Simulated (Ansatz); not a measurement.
Take Mg2Ge in the anti-fluorite structure (space group Fm-3m, No. 225; a = 6.3644 Å) as the base.

All numbers come from PBEsol (Ansatz, an electronic-structure program, PAW, no spin-orbit coupling).

Strains are applied to the cell and any free atomic positions relax.

One change was made to it. Results:

The energy increases by 3.1 meV/atom; the valley order (the lowest conduction-band minima on the path, energy above the VBM, named in the base's zone) changes from X along ⟨100⟩ 0.08 eV; Γ 1.03 eV; L along ⟨111⟩ 1.03 eV to X along ⟨100⟩ 0.11 eV; Γ 0.87 eV; L along ⟨111⟩ 0.91 eV; the pressure goes from zero to -1.47 GPa.

Question: Which of these changes matches the shifts?
(A) isotropic strain +1.00 %
(B) isotropic strain −1.50 %
(C) isotropic strain +0.50 %
(D) isotropic strain −2.00 %

Answer: A, isotropic strain +1.00 %. For comparison, the valley order in the other runs: isotropic strain −1.50 % gives X along ⟨100⟩ 0.04 eV; L along ⟨111⟩ 1.23 eV; Γ 1.29 eV; isotropic strain −2.00 % gives X along ⟨100⟩ 0.03 eV; L along ⟨111⟩ 1.30 eV; Γ 1.38 eV; isotropic strain +0.50 % gives X along ⟨100⟩ 0.10 eV; Γ 0.95 eV; L along ⟨111⟩ 0.97 eV.

The levels and masses belong to the bands next to the band gap. Whether these cells are dynamically stable was not tested. All final runs are without spin polarisation. Gaps under 0.05 eV, about the width of the smearing, are given as zero.
